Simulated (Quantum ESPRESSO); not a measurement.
Troubleshooting Quantum ESPRESSO: a failed run on LaTi2O6 (P4/mmm, 9 atoms in the cell). The aim is a self-consistent single point with DFT, LDA (PZ), plane waves, GBRV 1.5 ultrasoft (LDA) pseudopotentials.

Cell that was meant: a = 3.8396 Å, b = 3.8396 Å, c = 8.0540 Å, α = 90.00°, β = 90.00°, γ = 90.00°.

Part of the input:

```fortran
  celldm(1) = 7.25584912
  celldm(3) = 2.0975927368
  nat = 9
  ntyp = 2
  ecutwfc = 50
  ecutrho = 400
  occupations = 'smearing'
```

The program printed (abridged):

```
     This program is part of the open-source Quantum ESPRESSO suite
     for quantum simulation of materials; please cite

Warning: card O     15.9990  O_LDA_V1.2.USPP.F.UPF ignored

 %%%%%%%%%%%%%%%%%%%%%%%%%%%%%%%%%%%%%%%%%%%%%%%%%%%%%%%%%%%%%%%%%%%%%%%%%%%%%%
     Error in routine read_cards (4):
     species O in ATOMIC_POSITIONS is nonexistent
 %%%%%%%%%%%%%%%%%%%%%%%%%%%%%%%%%%%%%%%%%%%%%%%%%%%%%%%%%%%%%%%%%%%%%%%%%%%%%%

     stopping ...
```

Read the log: what does the program object to, and what is the fix?

The fault is a species count that does not match the list of species. The number of species decides how many lines of the species card are read. To fix it, make the count match the list. The program stopped before any SCF iteration.

The sound input it was made from differs as follows (other fixes are possible):
```diff
-  ntyp = 2
+  ntyp = 3
```

With that input, the run converged in 16 iterations: free energy E − TS -7286.2289 eV; Fermi level (on the code's own zero) 6.94 eV; pressure -10.70 GPa; largest force (vector length) 0.249 eV/Å (DFT, LDA (PZ), plane waves, GBRV 1.5 ultrasoft (LDA) pseudopotentials).

On the sound input: the starting cell comes from a database of computed structures (which also holds hypothetical and non-ambient phases and stackings), without a prior relaxation at this level. Spin polarisation is off; with an odd number of electrons in the cell that forces a metal, and a magnetic state may lie lower. With a pressure of about -11 GPa the cell is away from its equilibrium volume at this level.
